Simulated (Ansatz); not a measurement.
Input and output of a self-consistent single point for Cr5B3 (I4/mcm, 16 atoms in the cell) (Ansatz, a program for electronic structure).

Computed with PBEsol-D3BJ, default PAW files made with PBE (plane waves; Ansatz).

```xyz
16
Lattice="-2.6850 2.6850 5.0940 2.6850 -2.6850 5.0940 2.6850 2.6850 -5.0940" Properties=species:S:1:pos:R:3 pbc="T T T"
Cr     0.0000     0.0000     0.0000
Cr     0.0000     0.0000     5.0940
Cr     0.8807     3.5657     1.4874
Cr     1.8043     0.8807     1.4874
Cr     1.8043    -0.8807     6.5814
Cr     0.8807     1.8043     6.5814
Cr     0.8807     1.8043     3.6066
Cr     1.8043    -0.8807     3.6066
Cr     1.8043     0.8807    -1.4874
Cr     0.8807     3.5657    -1.4874
B      0.0000     0.0000     2.5470
B      0.0000     0.0000     7.6410
B     -0.6337     2.0513     5.0940
B      0.6337     2.0513     0.0000
B      3.3187     0.6337     0.0000
B      2.0513     0.6337     5.0940
```
Moments meant for the start (each program seeds them in its own way; μB, in the order of the atoms Cr Cr Cr Cr Cr Cr Cr Cr Cr Cr B B B B B B): 3.0 3.0 3.0 3.0 3.0 3.0 3.0 3.0 3.0 3.0 0.0 0.0 0.0 0.0 0.0 0.0.

Reference input (self-consistent single point, DFT, PBEsol, plane waves, default PAW files made with PBE): kpoints.mp_grid.grid = 5 5 5; hamiltonian.xc = pbesol; hamiltonian.pseudopotentials = {kind: paw} (the program's default PAW files); magnetization.spin_polarized = true; scf.occupations.method = fermi_dirac; scf.occupations.width = 0.05 eV. This run's input differs from it in these lines:

```diff
@@ -28,2 +28,3 @@
   xc: pbesol
+  dispersion: d3bj
   pseudopotentials:
```

The program printed (abridged):

```
SCF iter   1: F=—  HF=-34471.993400 eV  |F-HF|=—  |Δ(HF+E_count)|=         —  Δρ=3.24e-1 (↑3.24e-1 ↓1.03e-1)  dr2=1.38e2  dr2_m=4.90e1  M=2.874 μB ∫|m|=3.440 μB  β_m=0.30  ethr=3.10e-3  ⟨swp⟩=5.6  Hψ=13327  notcnv=0  defer=28
Mixer restart at iter 1: flushing history
all-band conjugate gradients solve this SCF's bands
preconditioner: auto → Kerker (q_TF=auto, 2.762 Å⁻¹)
   [... lines left out ...]
SCF iter  12: F=—  HF=-34420.933158 eV  |F-HF|=—  |Δ(HF+E_count)|=   5.34e-9  Δρ=2.19e-6 (↑8.01e-7 ↓2.19e-6)  dr2=1.47e-8  dr2_m=1.40e-9  M=0.000 μB ∫|m|=0.000 μB  β_m=1.00  ethr=1.21e-10  ⟨swp⟩=2.0  Hψ=5818  notcnv=0  defer=500
SCF iter  13: F=-34420.933158 eV  HF=-34420.933158 eV  |F-HF|=8.51e-8  |Δ(HF+E_count)|=   3.22e-9  Δρ=3.35e-6 (↑3.35e-6 ↓3.07e-6)  dr2=8.87e-8  dr2_m=3.54e-11  M=-0.000 μB ∫|m|=0.000 μB  ethr=9.29e-12  ⟨swp⟩=8.1  Hψ=15114  notcnv=0
SCF 1 converged in 13 iterations: F = -34420.933158 eV  dr2 = 8.87e-8
WARN: the starting moments were not kept: the SCF closed with an absolute magnetisation of 2.9e-5 μB, where they sum to 30 μB in size (10 sites) …
Magnetization: -0.0000 μB (79.0000 up, 79.0000 down)
   [... lines left out ...]
Absolute magnetization: 0.0000 μB (∫|ρ↑−ρ↓|, with the PAW one-centre terms)
Free energy (F): -34420.933158 eV
Fermi energy:    18.339042 eV
   [... lines left out ...]
  atom  16  B     -0.33182991     0.33182991     0.00000000
--- Stress (GPa, compression-positive) ---
      -10.375776      -0.000000       0.000000
       -0.000000     -10.375776       0.000000
        0.000000       0.000000     -21.669885
  P = ⅓ Tr σ = -14.1405 GPa (-141.405 kbar)
  The stress holds the Pulay correction. Without it, at fixed plane waves, as pw.x and ABINIT print it: P = -14.2947 GPa
```

The run converged in 13 iterations. Against the reference run the pressure goes from -7.68 to -14.14 GPa and the largest force hardly changes (0.825 to 0.826 eV/Å).

The starting cell comes from a database of published, mostly measured structures (it also holds non-ambient and calculated ones), without a prior relaxation at this level. The starting moments vanished: the run ended non-magnetic, which need not be the lowest state. The program warned that a starting moment was not kept. With a pressure of about -14 GPa the cell is away from its equilibrium volume at this level. Ansatz's pressure includes its estimate of the finite-basis (Pulay) stress.

Keys are those of Ansatz 0.2.
